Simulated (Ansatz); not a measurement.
# MgS under a change: Mg vacancy

Consider a 16-atom supercell of MgS in the rock salt structure (space group Fm-3m, No. 225; a = 5.182 Å) at its relaxed geometry.

One thing is altered: a neutral Mg vacancy, atoms relaxed at fixed cell, starting from a slightly rattled geometry.

Level of theory: PBEsol (Ansatz, a quantum-chemistry and plane-wave program, PAW, no SOC). Settings: 4×4×4 k-points, 0.01 eV Fermi–Dirac smearing.

The pressure goes from zero to -1.2 GPa and the largest displacement of a host atom from its site in the perfect cell comes out as 0.02 Å. The mean distance from the defect site to its nearest host atoms rises by 0.02 Å to 2.61 Å.

Final structure:

```yaml
crystal:
  lattice:
    - [0.00000, 5.18196, 5.18196]
    - [5.18196, 0.00000, 5.18196]
    - [5.18196, 5.18196, 0.00000]
  atoms:
    - { symbol: S, position: [0.99970, 0.00088, 0.99936] }
    - { symbol: S, position: [0.99826, 0.99926, 0.50095] }
    - { symbol: S, position: [0.99799, 0.50266, 0.99752] }
    - { symbol: S, position: [0.99832, 0.50216, 0.50065] }
    - { symbol: S, position: [0.50115, 0.99938, 0.99783] }
    - { symbol: S, position: [0.50135, 0.99931, 0.50088] }
    - { symbol: S, position: [0.50104, 0.50235, 0.99795] }
    - { symbol: S, position: [0.49974, 0.50084, 0.49929] }
    - { symbol: Mg, position: [0.24969, 0.25098, 0.74951] }
    - { symbol: Mg, position: [0.24977, 0.75093, 0.24935] }
    - { symbol: Mg, position: [0.24991, 0.75101, 0.74925] }
    - { symbol: Mg, position: [0.74987, 0.25084, 0.24941] }
    - { symbol: Mg, position: [0.74940, 0.25100, 0.74963] }
    - { symbol: Mg, position: [0.74962, 0.75098, 0.24922] }
    - { symbol: Mg, position: [0.74990, 0.75086, 0.74893] }
```

The magnetic state is the one reached from the starting moments; the real material's order can differ, and small cells can't hold many antiferromagnetic ones. The cell is small, so the values are those of an ordered compound at a high defect concentration; dilute-limit values will differ. A case with no gap was solved on a k-mesh chosen for an insulator, which is coarse for it. The defect cell is spin-polarised and ends with 1.0 μB.
